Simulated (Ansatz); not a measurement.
The reference is Ti3Al (space group P6_3/mmc, No. 194; a = 5.755 Å, c = 4.655 Å).

(Cell as relaxed with PBE.)

Levels (all Ansatz, a quantum-chemistry and plane-wave program, PAW, earlier PAW set): PBE (420 eV, without spin-orbit coupling); r2SCAN (500 eV, no SOC).

Each level relaxes its own structure.

| quantity | PBE | r2SCAN |
|---|---|---|
| volume per atom | 16.69 Å³ | 16.56 Å³ |
| lattice parameter a | 10.876 bohr | 10.861 bohr |
| lattice parameter c | 8.796 bohr | 8.753 bohr |
| band gap | zero | zero |

PBE's volume per atom lies 0.13 Å³ above r2SCAN's (0.8 %); PBE's lattice parameter a lies 0.015 bohr above r2SCAN's (0.1 %); PBE's lattice parameter c lies 0.043 bohr above r2SCAN's (0.5 %); the two agree on the band gap. Neither level is exact; r2SCAN is the comparison here, not a measurement.

Whether these cells are dynamically stable was not tested. The final runs are not spin-polarised.
